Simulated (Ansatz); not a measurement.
# Bi in the A7 type structure (space group R-3m, No. 166)

```
CELL_PARAMETERS angstrom
      2.26684     1.30876     3.88461
     -2.26684     1.30876     3.88461
      0.00000    -2.61752     3.88461
ATOMIC_POSITIONS crystal
  Bi 0.23720 0.23720 0.23720
  Bi 0.76280 0.76280 0.76280
```

Level of theory: PBE-D3(BJ) (Ansatz, a first-principles code; PAW; 420 eV plane waves; without spin-orbit coupling), earlier PAW set. k-mesh 13×13×13 (Γ-centred); smearing 0.05 eV (Fermi–Dirac).

```json
{
 "volume_per_atom": "34.57 Å³",
 "density": "10.04 g/cm³",
 "band_gap": "zero",
 "total_energy": "-12399.681 eV/atom (σ→0; compares only within this code and set-up)"
}
```

With Bi present, leaving out spin-orbit coupling can change the band edges. No phonon test of stability was made.
